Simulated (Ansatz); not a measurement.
Reference: PtAu (P-6m2), PBEsol, DFPT electron-phonon coupling, linearised Boltzmann equation (plane waves, PAW, scalar-relativistic; Ansatz, a first-principles code); geometry: relaxed with this functional, without spin-orbit coupling.

Space group P-6m2 (No. 187); a = 2.785 Å, b = 2.785 Å, c = 4.764 Å, α = 90.00°, β = 90.00°, γ = 120.00°

```csv
atom,site,symmetry,x,y,z
Pt,1e,-6m2,0.6667,0.3333,0.0000
Au,1b,-6m2,0.0000,0.0000,0.5000
```

The resistivity at 300 K comes out as 5.6 μΩ·cm and the mean free path at 300 K comes out as 16.9 nm. The electron-phonon coupling λ is 0.25 and the logarithmic mean phonon energy is 11.8 meV.

Problem. Swap Au for Li, keeping the structure type. How do these values move?

Solution. LiPt (P-6m2): volume per atom 16.0 to 13.4 Å³; resistivity at 300 K stays about the same (5.6 μΩ·cm to 6.0 μΩ·cm); mean free path at 300 K rises (16.9 nm to 24 nm); electron-phonon coupling λ falls (0.25 to 0.197); logarithmic mean phonon energy rises (11.8 meV to 15.8 meV).

Moves up to 14 % count as about the same. Metals; harmonic phonons alone scatter; means over directions. The mean free path is weighted by the current that each state carries. Halving the electron mesh moves these values by up to 9 %; q meshes are mostly untested. Some of the runs warned that the eigensolver left states short of its tolerance. Spin-orbit coupling is left out.

Formula and space group known from diffraction (Crystallography Open Database), not checked to be the room-temperature form: LiPt (P-6m2). Computed structure with no diffraction record at hand here (it may be known, metastable or hypothetical): PtAu (P-6m2). The missing spin-orbit coupling matters most for LiPt (P-6m2), PtAu (P-6m2).
